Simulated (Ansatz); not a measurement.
Here is the system:

```xyz
5
Lattice="4.1017 0.0000 0.0000 0.0000 4.1017 0.0000 0.0000 0.0000 4.1017" Properties=species:S:1:pos:R:3 pbc="T T T"
Ba     0.0000     0.0000     0.0000
Hf     2.0509     2.0509     2.0509
O      2.0509     0.0000     2.0509
O      0.0000     2.0509     2.0509
O      2.0509     2.0509     0.0000
```

No spin polarisation.

All numbers come from PBEsol/PAW in Ansatz (a first-principles code), without spin-orbit coupling. Γ-centred 8×8×8 mesh, Fermi–Dirac width 0.05 eV.

Task: Estimate the width of the top valence band.

Result: 0.80 eV.

Task: Estimate the band gap.

Result: 3.66 eV.

Spin-orbit coupling, missing from the scalar runs, can matter with Hf. Load acts through the strain it causes; cell and atoms are relaxed under it. No phonon test of stability was made. Competing high-pressure phases were not computed. The cell was made from BaHfO$_{3}$ in the cubic perovskite structure (space group Pm-3m, No. 221) by this change: pressure 7.5 GPa.
